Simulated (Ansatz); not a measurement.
Density of states of ZrCl4 (P2/c, 10 atoms in the cell).

```xyz
10
Lattice="6.3610 0.0000 0.0000 0.0000 7.4070 0.0000 -2.0677 0.0000 5.9044" Properties=species:S:1:pos:R:3 pbc="T T T"
Cl    -0.6237     0.7970     5.8914
Cl     3.8831     0.7970     2.9652
Cl     4.9170     6.6100     0.0130
Cl     0.4102     6.6100     2.9392
Zr    -0.5169     1.2155     1.4761
Zr    -1.5508     6.1915     4.4283
Cl     4.6953     2.6880     0.1210
Cl     0.6319     2.6880     2.8312
Cl    -0.4020     4.7190     5.7834
Cl     3.6614     4.7190     3.0733
```

Method of the run: PBEsol, default PAW files made with PBE (plane waves; Ansatz, an electronic-structure program).

SCF settings: kpoints.mp_grid.grid = 4 4 4; kpoints.mp_grid.shift = 0.5 0.5 0.5; hamiltonian.xc = pbesol; hamiltonian.pseudopotentials = {kind: paw} (the program's default PAW files); scf.occupations.method = cold; scf.occupations.width = 0.01 Ry. Keys of the DOS step: output.dos.nscf_kmesh.grid = 6 6 6; output.dos.method = {smearing: {sigma: 0.3}} eV.

The starting cell comes from a database of published, mostly measured structures (it also holds non-ambient and calculated ones), without a prior relaxation at this level.

Total DOS (both spins), as means of the tabulated values in each energy bin; the zero is the program's Fermi level or highest filled level, and the curve is cut to this window:

(E (eV), states/eV/cell): (-7.80, 0.00); (-7.40, 0.00); (-7.00, 0.00); (-6.60, 0.00); (-6.20, 0.00); (-5.80, 0.12); (-5.40, 2.84); (-5.00, 10.4); (-4.60, 12.5); (-4.20, 11.0); (-3.80, 12.6); (-3.40, 14.2); (-3.00, 17.2); (-2.60, 17.6); (-2.20, 16.2); (-1.80, 5.14); (-1.40, 0.20); (-1.00, 0.00); (-0.60, 0.00); (-0.20, 0.00); (0.20, 0.00); (0.60, 0.00); (1.00, 0.02); (1.40, 1.72); (1.80, 11.7); (2.20, 13.1); (2.60, 3.33); (3.00, 0.12); (3.40, 0.80); (3.80, 5.68); (4.20, 7.40); (4.60, 5.35)

The gap on the SCF mesh is 3.66 eV.

Keys are those of Ansatz 0.2.
